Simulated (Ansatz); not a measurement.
Au on the 1x1 (111) surface of fcc Al, one in a 2x2 cell, started at the site 'bridge Al-Al (span 2.9 Å)'

Level of theory: PBE (plane waves to 420 eV, PAW; Ansatz, an electronic-structure program).

Set-up: 17 atoms, 7.0 Å thick at the start under the adsorbate (thin: gaps and levels are the slab's own); mesh 6x6x1; 0.1 eV smearing; dipole correction on; 8 atoms held, the rest relaxed; held to the start's symmetry, so lower structures may exist; no spin, no spin-orbit, no U, no dispersion correction. At the end it is bonded to 3 Al. In PBE it is, or lies within 0.03 eV of, the lowest of the starts that converged.

The adsorption energy against an atom of fcc Au is -0.21 eV and the work function of the top face is 4.26 eV. The change of the work function is 0.23 eV and the change of the step from the bottom to the top vacuum level, against the clean slab is 0.23 eV. The energy released by relaxation is 0.34 eV, the height of the binding atom over the mean of the host atoms within 0.3 Å of the top one is 1.871 Å and the nearest host atoms of the binding atom is Al at 2.53 Å, Al at 2.53 Å, Al at 2.53 Å. The largest move of a host atom is 0.07 Å and the note is in the relaxation the adsorbate left its starting site by 0.8 Å. The cost comes out as around 5 core-minutes (rough).

A negative adsorption energy means that the adsorbate is more stable on the surface than in its reference.
